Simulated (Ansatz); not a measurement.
H on the (111) surface of germanium (2x2 Ge adatom at T4; a constructed slab, bottom: 4 H on 4 bottom sites), one in a cell of 57 Å², started at the site 'over Ge at depth 1.5 Å'

Level of theory: PBE (plane waves to 420 eV, PAW; Ansatz, an electronic-structure program).

Model: 38-atom slab, 13.7 Å thick at the start with caps and adatoms under the adsorbate (thin: gaps and levels are the slab's own), 3x3x1 mesh, Fermi-Dirac 0.01 eV, dipole correction, 20 atoms held, the rest relaxed; symmetry of the start imposed; spin-polarised, ending with about 0.6 μB a cell, a value that depends on the mesh; orders that need a larger cell were not tried, no spin-orbit, no U, no dispersion correction. The slab shows no gap over 0.04 eV on its mesh. At the end it is bonded to Ge. In PBE this state lies 0.50 eV over the lowest of the starts that converged ('top Ge #2').

| Property | Result |
|---|---|
| energy of the end state, in which the adsorbate broke or entered a bond of the host, against ½ H2(g) | 4.9 kcal/mol |
| work function of the top face | 4.47 eV |
| change of the work function | 0.090 eV |
| change of the step from the bottom to the top vacuum level, against the clean slab | 0.037 eV |
| energy released by relaxation | 1.44 eV |
| height of the binding atom over the mean of the host atoms within 0.3 Å of the top one | -18.8 pm |
| largest move of a host atom | 0.55 Å |
| caution | the clean host was not checked against rearrangement in a larger or rattled cell |
| cost | about 80 core-minutes (a rough figure) |

A negative adsorption energy means that the adsorbate is more stable on the surface than in its reference.
